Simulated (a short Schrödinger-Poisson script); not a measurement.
Stack: MOS inversion layer, SiO2 on p-type Si(110), at 300 K.

From the gate side: 2 nm SiO2; 490 nm Si, acceptors 7.8e17 cm⁻³.

Constants are typed, rounded textbook-type inputs, not results; the design itself was drawn at random and stands for no fabricated device. SiO2: permittivity 3.9, conduction-band edge (eV) 3.15, gap (eV) 9, electron mass (mₑ) 0.5. Si: permittivity 11.7, conduction-band edge (eV) 0, gap (eV) 1.124, Nv at 300 K (cm⁻³) 3.1e19.

Channel valleys (confinement mass, in-plane density-of-states mass, number): Δ4 0.315, 0.324, 4; Δ2 0.19, 0.417, 2. At the gate the conduction-band edge of layer 1 lies 3.28 eV − eVg above the Fermi level of the channel; the field vanishes at the back. Gaps are held at their typed values at every temperature. Mesh 0.03 nm at interfaces.

From a short Schrödinger-Poisson script (our own, NumPy): 1D Poisson equation in equilibrium, electrons quantum, Hartree (BenDaniel-Duke, 12 states a valley, the channel's in-plane mass for all, wave functions ending at the dielectric), parabolic valleys, classical holes, full ionisation, no traps, pinning or gate leakage.

```tsv
Vg (V)	electrons (cm⁻²)	C (μF/cm²)	Δ4 E0 (meV from the Fermi level)	Δ2 E0 (meV from the Fermi level)
0.4	2.03e10	0.304	174.7	201.6
0.5	2.27e11	0.742	111.8	139.8
0.6	7.62e11	1.07	79.9	109.3
0.7	1.45e12	1.19	62.4	93.3
0.8	2.21e12	1.26	50.8	83.2
0.9	3.00e12	1.30	42.0	76.0
1	3.82e12	1.32	35.0	70.4
1.1	4.65e12	1.34	29.0	65.9
1.2	5.49e12	1.36	23.9	62.1
1.3	6.35e12	1.37	19.3	58.9
1.4	7.21e12	1.39	15.1	56.2
1.5	8.08e12	1.40	11.3	53.7
1.6	8.95e12	1.40	7.7	51.5
1.7	9.83e12	1.41	4.4	49.5
1.8	1.07e13	1.42	1.3	47.6
1.9	1.16e13	1.43	-1.7	46.0
```

Gate voltages with under 1e9 electrons/cm² are left out.

Task: At Vg = 1.9 V the lowest Δ4 subband lies at -1.7 meV from the Fermi level. How many electrons does it hold, and what share of all?

Result: The two-dimensional density of states is g m/(πħ²) = 5.41e11 cm⁻² meV⁻¹ (both spins), kT = 25.9 meV, so n = D kT ln(1 + exp(−E/kT)) = 1.02e13 cm⁻², 0.88 of the 1.16e13 cm⁻² in all.

Task: Compare the slope of the sheet density between 1.7 and 1.9 V with the geometric capacitance of the layers between gate and channel.

Result: q Δn/ΔV = 1.42 μF/cm²; ε0/Σ(t/ε) = 1.73 μF/cm². The ratio is 0.82: the channel acts as a further capacitance in series.
